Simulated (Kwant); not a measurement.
Model: Hückel tight-binding model, one pz orbital an atom, one spin, coherent transport at 0 K (Kwant). Conductance is in e²/h.

Device: π system c1csc(c1)-c1cccs1 between two chain leads. The π system is taken as planar. Atoms are numbered from 0 in the order of the SMILES. Site energies (eV, carbon 0): [0.0, 0.0, -3.3, 0.0, 0.0, 0.0, 0.0, 0.0, 0.0, -3.3]. Bonds (i, j, β in eV): (0,1,-3) (1,2,-2.1) (2,3,-2.1) (3,4,-3) (3,5,-3) (5,6,-3) (6,7,-3) (7,8,-3) (8,9,-2.1) (4,0,-3) (9,5,-2.1). Leads: chains of hopping −4.5 eV, joined by −1.5 eV to atoms 0 and 4.

Site energies and bond integrals are typed Hückel values.

Sweep values stay those of the base run.

One input was changed, with this effect: transmission at E = 0 0.0040 → 0.00038.

Q: Which change was it?
A) contacts moved from atoms [0, 4] to [1, 4]
B) contacts moved from atoms [0, 4] to [0, 7]
C) contacts moved from atoms [0, 4] to [1, 6]
D) contacts moved from atoms [0, 4] to [4, 6]
E) contacts moved from atoms [0, 4] to [0, 8]
F) contacts moved from atoms [0, 4] to [0, 6]

A: B, contacts moved from atoms [0, 4] to [0, 7]
